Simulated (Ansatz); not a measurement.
We consider BeRu3 (model structure, started from the Cu3Au type, Pm-3m, No. 221, 4 atoms in the cell), described by LDA (Ansatz, an electronic-structure program, plane waves, PAW).

Run with plane-wave cutoff 520 eV, 16×16×16 k mesh, Fermi–Dirac smearing 0.05 eV, no spin polarisation, scalar-relativistic PAW data made under PBE.

Cell (relaxed at this level):

Space group Pm-3m (No. 221); a = 3.654 Å, b = 3.654 Å, c = 3.654 Å, α = 90.00°, β = 90.00°, γ = 90.00°

```json
[
 {"atom": "Ru", "site": "3c", "symmetry": "4/mm.m", "x": "0.0000", "y": "0.5000", "z": "0.5000"},
 {"atom": "Be", "site": "1a", "symmetry": "m-3m", "x": "0.0000", "y": "0.0000", "z": "0.0000"}
]
```

Question: Give the computed bulk modulus.

Answer: 
bulk modulus: 290 GPa

Note: the run has no spin polarisation, so it can have missed a magnetic state; the bulk modulus is −V dP/dV from two relaxed cells at ±2 % in volume; the relaxation could raise the start's symmetry but not lower it, so the cell can be a saddle point.

Static lattice: no zero-point or thermal effects.

The result took about 50 core-seconds (a rough figure).

A model structure was made by putting elements into a prototype or built by hand; it is no filed structure, need not be a known phase, and can be a saddle point held by its symmetry.
